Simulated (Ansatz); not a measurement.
Functionals compared on the (100) surface of tetragonal indium in its 1x1 cell, outermost plane spacing 1.66 Å in the ideal cut, in Ansatz (plane waves, PAW). The structure was relaxed with PBE; the other rows are single points on it, each with its references at the same level. Cutoff 420 eV (500 eV for r2SCAN).

Model: 7-atom slab, 10.0 Å thick at the start (thin: gaps and levels are the slab's own), 11x8x1 mesh, Fermi-Dirac 0.1 eV, dipole correction, all atoms relaxed; start symmetry kept, larger cells not searched; no spin, no spin-orbit, no U. These notes are the PBE run's.

```csv
functional,surface energy (J/m²),work function of the top face (eV),rough cost of the single point
PBE,0.38,3.85,–
LDA,0.56,4.13,very roughly 50 core-seconds
PBEsol,?,?,roughly 60 core-seconds
RPBE,0.28,3.73,very roughly 60 core-seconds
r2SCAN,0.42,3.97,very roughly 100 core-seconds
```

Problem. Some entries are withheld; supply them.

Solution. 
- PBEsol, surface energy (J/m²): 0.51
- PBEsol, work function of the top face (eV): 3.93

Ansatz is a quantum-chemistry and plane-wave program.
